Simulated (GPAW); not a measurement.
GPAW is run on Ti2CrSi6 (C222, 9 atoms in the cell), and the run fails. The aim is a self-consistent single point with DFT PBEsol, plane waves, GPAW PAW datasets PBEsol (made by gpaw-setup).

Cell that was meant: a = 4.6668 Å, b = 4.6668 Å, c = 6.4427 Å, α = 90.00°, β = 90.00°, γ = 120.58°.

Part of the input:

```python
            xc='PBEsol',
            kpts=(5, 5, 3),
            occupations={'name': 'methfessel-paxton', 'width': 0.272, 'order': 0},
            nbands=27,
            convergence={'forces': 0.001},
            symmetry={'symmorphic': False, 'tolerance': 0.0005},
            maxiter=150,
```

Output (repeated stretches shortened):

```
     iter     time        total  log10-change:
                         energy   eigst   dens  force
iter:   1 --:--:--   -69.549148
iter:   2 --:--:--   -64.239111   +0.24  -1.02
iter:   3 --:--:--   -63.927692   +1.01  -1.07
iter:   4 --:--:--   -63.834459   -0.42  -1.21
iter:   5 --:--:--   -69.440683   +0.63  -1.22
   [... 28 lines left out ...]
iter:  34 --:--:--   -63.723535   -1.38  -2.17
iter:  35 --:--:--   -63.742251   -0.83  -2.19
iter:  36 --:--:--   -63.688717   -1.74  -2.31
iter:  37 --:--:--   -63.694901   -2.08  -2.61
iter:  38 --:--:--   -63.691787c  -2.37  -2.78
   [... lines left out ...]

Did not converge!

Here are some tips:

1) Make sure the geometry and spin-state is physically sound.
2) Use less aggressive density mixing.
3) Solve the eigenvalue problem more accurately at each scf-step.
4) Use a smoother distribution function for the occupation numbers.
5) Try adding more empty states.
6) Use enough k-points.
7) Don't let your structure optimization algorithm take too large steps.
8) Solve the Poisson equation more accurately.
9) Better initial guess for the wave functions.

See details here:

    https://gpaw.readthedocs.io/documentation/convergence.html
Traceback (most recent call last):
   [... frames left out ...]
gpaw.KohnShamConvergenceError: Did not converge!  See text output for help.
```

Diagnose the run.

The fault is too few bands. Each band holds two electrons without spin (one with spinors), and smearing needs some empty bands above the Fermi level. To fix it, raise the band count or leave it to the default. The run ended unconverged after 150 iterations.

An input that runs soundly differs in these lines (not the only fix; some lines may just follow from the change or write a value another way):
```diff
-            nbands=27,
+            nbands=-17,
```

With that input, the run converged in 23 iterations: free energy E − TS (from the program's reference atoms) -64.0686 eV; Fermi level (on the code's own zero) 10.08 eV; pressure -3.31 GPa; largest force (vector length) 0.098 eV/Å (DFT PBEsol, plane waves, GPAW PAW datasets PBEsol (made by gpaw-setup)).

On the sound input: the starting cell comes from a database of computed structures (which also holds hypothetical and non-ambient phases and stackings), without a prior relaxation at this level. Spin polarisation is off. With a pressure of about -3 GPa the cell is away from its equilibrium volume at this level.
